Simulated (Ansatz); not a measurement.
The parent structure is W in the bcc (W type) structure (space group Im-3m, No. 229; a = 3.169 Å; relaxed with 0.1 eV smearing). Axes: x, y, z lie along the cube axes.

Structures relaxed with r2SCAN, PAW, 500 eV (Ansatz, a quantum-chemistry and plane-wave program; scalar-relativistic without spin-orbit coupling).

Base:

Simulated powder pattern, Cu Kα1, λ = 1.54056 Å (kinematic, ideal powder, no thermal factors, no anomalous dispersion; the 8 strongest lines at most, above 2 %, up to 2θ = 90°):

| 2θ (°) | I/Imax (%) | hkl |
|---|---|---|
| 40.21 | 100 | (110) |
| 58.18 | 17 | (200) |
| 73.09 | 36 | (211) |
| 86.87 | 12 | (220) |

Perturbation: compressive biaxial strain of 0.83 % in the plane normal to [111], as in epitaxy on a mismatched substrate; the out-of-plane cell vector and the atoms relax.

How do the reflections move or split?


Simulated powder pattern, Cu Kα1, λ = 1.54056 Å (kinematic, ideal powder, no thermal factors, no anomalous dispersion; the 8 strongest lines at most, above 2 %, up to 2θ = 90°):

| 2θ (°) | d (Å) | I/Imax (%) | hkl |
|---|---|---|---|
| 40.13 | 2.245 | 100 | (110) |
| 40.56 | 2.222 | 97 | (1 0 -1) |
| 58.38 | 1.579 | 34 | (200) |
| 72.62 | 1.301 | 18 | (211) |
| 73.50 | 1.287 | 35 | (2 1 -1) |
| 73.80 | 1.283 | 17 | (1 1 -2) |
| 86.65 | 1.123 | 12 | (220) |
| 87.78 | 1.111 | 12 | (2 0 -2) |

The indices refer to the base's conventional cell; one index is shown for lines that coincide. The space group is now R-3m (No. 166).

Whether these cells are dynamically stable was not tested. All final runs are without spin polarisation.
